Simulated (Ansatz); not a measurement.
SrVO3: isotropic strain −4.45 %

The reference is SrVO$_{3}$ in the cubic perovskite structure (space group Pm-3m, No. 221; a = 3.8094 Å).

It is then changed as follows: an isotropic linear strain of −4.45 %; the atoms relax in the strained cell.

All numbers come from PBEsol (Ansatz, a first-principles code; PAW; 420 eV plane waves; no spin-orbit coupling). Settings: 12×12×12 k-points, 0.05 eV Fermi–Dirac smearing.

The volume per atom decreases by 1.411 Å³ (11.06 Å³ → 9.64 Å³) and the space group remains Pm-3m (No. 221). The shortest interatomic distance drops by 0.085 Å (1.905 Å → 1.820 Å) and the energy goes up by 144 meV/atom. The pressure goes from zero to 36.9 GPa and the band gap is still zero.

Final structure:

```xyz
5
Lattice="3.6399 0.0000 0.0000 0.0000 3.6399 0.0000 0.0000 0.0000 3.6399" Properties=species:S:1:pos:R:3 pbc="T T T"
Sr     0.0000     0.0000     0.0000
V      1.8199     1.8199     1.8199
O      0.0000     1.8199     1.8199
O      1.8199     1.8199     0.0000
O      1.8199     0.0000     1.8199
```

No phonon test of stability was made. Seeded moments were not kept for the base. No Hubbard U is applied, and correlation can decide whether such a compound is a metal. All final runs are without spin polarisation. An odd electron count without spin: SrVO3.
